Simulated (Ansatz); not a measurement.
# What biaxial strain −4.86 %, plane normal [001], relaxed out of plane does to Sn

The parent structure is Sn (space group I4_1/amd, No. 141; a = 5.950 Å, c = 3.214 Å; relaxed with 0.1 eV smearing). Axes: x, y, z lie along a, b, c of the conventional cell.

The change: biaxial strain −4.86 %, plane normal [001], relaxed out of plane (Cartesian); in-plane vectors clamped, the third vector and the atoms free.

Level of theory: Ansatz (a first-principles code) PBE, no spin-orbit coupling, earlier PAW set. Γ-centred 20×20×20 mesh, Fermi–Dirac width 0.1 eV.

```tsv
quantity	base	changed	shift
volume per atom	28.44 Å³	27.00 Å³	-1.44 Å³
space group	I4_1/amd (No. 141)	I4_1/amd (No. 141)	–
shortest interatomic distance	3.081 Å	2.953 Å	-0.128 Å
energy relative to the base (free energy F)	0 meV/atom	+44 meV/atom	+44 meV/atom
pressure (mean of the normal stresses, compression positive)	0.0 GPa	3.5 GPa	+3.5 GPa
band gap	zero	zero	–
out-of-plane strain	–	+4.89 %	–
ratio −ε⊥/ε∥	–	1.01	–
mean in-plane stress (compression positive)	–	+5.4 GPa	–
```

Final structure (turned so that z lies along the plane normal):

```yaml
crystal:
  lattice:
    - [0.00000, 0.00000, -3.37058]
    - [-2.83023, -2.83023, -1.68529]
    - [-2.83023, 2.83023, -1.68529]
  atoms:
    - { symbol: Sn, position: [0.25000, 0.50000, 0.50000] }
    - { symbol: Sn, position: [0.00000, 0.00000, 0.00000] }
```

A biaxial case was relaxed in a doubled cell and then solved in the primitive one. Stability against distortions was not tested.
